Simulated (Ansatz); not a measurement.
Base system: Pt in the fcc (Cu type) structure (space group Fm-3m, No. 225; a = 3.918 Å).

One thing is altered: every Pt is replaced by Au; the structure is relaxed again.

Levels (all Ansatz, a first-principles code, PAW): PBEsol (420 eV, no SOC); PBEsol+SOC (420 eV, spin-orbit coupling included).

The geometry is relaxed with PBEsol.

- PBEsol pressure: 0.0 GPa

Task: How does going to PBEsol+SOC change the pressure?

Result: The pressure goes from zero to -1.5 GPa.

Single points use the geometry relaxed with PBEsol. The spin-orbit shifts are approximate. No phonon test of stability was made. The runs without spin-orbit coupling are not spin-polarised.
